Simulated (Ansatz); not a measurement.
Consider CoSn (space group P6/mmm, No. 191; a = 5.241 Å, c = 4.187 Å; non-magnetic). Axes: x lies along a and z along c of the hexagonal cell.

Level of theory: plane-wave PAW DFT at the r2SCAN level (Ansatz, a program for electronic structure, 500 eV), no spin-orbit coupling, earlier PAW set.

Before the change:

The volume per atom comes out as 16.60 Å³. The pressure comes out as 0.0 GPa.

Modification: biaxial strain +2.19 %, plane normal [001], relaxed out of plane (Cartesian); in-plane vectors clamped, the third vector and the atoms free.

**Question.** What happens to the volume per atom and pressure?

**Answer.** The volume per atom grows by 0.553 Å³ (16.60 Å³ → 17.16 Å³); the pressure (mean of the normal stresses, compression positive) goes from zero to -4.2 GPa.

No phonon test of stability was made. Starting moments died away, wholly or in part, for the base; another magnetic solution may exist. All final runs are without spin polarisation.
